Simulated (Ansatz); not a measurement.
System: cubic perovskite KMgF₃. Method: RPBE in Ansatz (plane waves, PAW).

Settings: plane-wave cutoff 520 eV, 8×8×8 k mesh, Fermi–Dirac smearing 0.01 eV, scalar-relativistic PAW data made under PBE.

Pressure at four volumes; x = ln(V/14.169 Å³). One pressure is withheld.

```json
[
 {"V (Å³/atom)": "13.319", "x": "-0.0619", "P (GPa)": "4.00"},
 {"V (Å³/atom)": "14.169", "x": "0.0000", "P (GPa)": "0.00"},
 {"V (Å³/atom)": "14.736", "x": "0.0392", "P (GPa)": "-2.04"},
 {"V (Å³/atom)": "15.019", "x": "0.0583", "P (GPa)": "?"}
]
```

Problem. Pass a parabola P(x) through the three rows shown, estimate the bulk modulus and its pressure derivative near zero pressure, and predict the withheld pressure.

Solution. Slopes between the rows: (0.00 − (4.00))/(0.0000 − (-0.0619)) = -64.62 and (-2.04 − (0.00))/(0.0392 − (0.0000)) = -52.04 GPa. Their difference over the span 0.1011 is c = 12.58/0.1011 = 124.4 GPa, so P(x) = 4.00 + (-64.62)(x − (-0.0619)) + 124.4 (x − (-0.0619))(x − (0.0000)). At the middle row B = −dP/dx = −[-64.62 + 124.4 × 0.0619] = 56.9 GPa, and B′ = dB/dP = 2c/B = 4.4. At x = 0.0583 the parabola gives -2.90 GPa; the run gives -2.91 GPa. The Birch–Murnaghan fit to the energies at all volumes has B0 = 56.6 GPa and B′ = 4.3.

Measured, for comparison: bulk modulus 75.1 GPa (room temperature, no zero-point or thermal correction, our sources range from 71.2 to 75.1; as tabulated in Vaitheeswaran et al. (2007), arXiv:cond-mat/0703621). Computed (rounded) less measured: bulk modulus -25 % (-21 % to -25 % over the range).

Note: the cell is over a tenth larger than the published one: the level's own overestimate first of all, though another phase or state, or a fault of the published cell, is possible.

Ansatz is a first-principles code.
